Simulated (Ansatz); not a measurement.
System: fluorite AuAl2. Method: PBEsol (Ansatz, a quantum-chemistry and plane-wave program, plane waves, PAW).

Settings: plane-wave cutoff 520 eV, 16×16×16 k mesh, Fermi–Dirac smearing 0.05 eV, scalar-relativistic PAW data made under PBE.

Computed at the level's own relaxed cell.

**Question.** Predict the equilibrium volume per atom, bulk modulus B0, lattice parameter a and pressure derivative B′ of the bulk modulus.

**Answer.** 
- equilibrium volume per atom: 18.03 Å³/atom
- bulk modulus B0: 115 GPa
- lattice parameter a: 6.003 Å
- pressure derivative B′ of the bulk modulus: 4.7

The run finds no gap.

Spin–orbit coupling is not included; it can shift volumes and moduli of such heavy elements.

The result took very roughly 80 core-seconds.
